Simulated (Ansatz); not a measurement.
Hypothetical P6_3/mmc SiS2: pressure series

Base system: SiS$_{2}$ in the 2H-MoS2 type structure (space group P6_3/mmc, No. 194; a = 3.210 Å, c = 11.768 Å; a hypothetical phase, not in the database extracts checked; layered, stacked along the Cartesian z axis).

Cell and atoms are relaxed at each pressure.

Level of theory: PBE-D3(BJ), PAW, 420 eV (Ansatz, a program for electronic structure; no spin-orbit coupling), earlier PAW set.

```
case               c/a ratio  lattice parameter a
-----------------  ---------  -------------------
base                   3.666              3.210 Å
pressure −1 GPa        3.754              3.221 Å
pressure 0.9 GPa       3.617              3.200 Å
pressure 2.1 GPa       3.571              3.188 Å
pressure 4.5 GPa       3.508              3.167 Å
pressure 9 GPa         3.382              3.143 Å
pressure 15 GPa        3.320              3.106 Å
pressure 22.5 GPa      3.297              3.058 Å
pressure 30 GPa        3.267              3.018 Å
```

Load acts through the strain it causes; cell and atoms are relaxed under it. Stability against distortions was not tested. Competing high-pressure phases were not computed. All final runs are without spin polarisation.
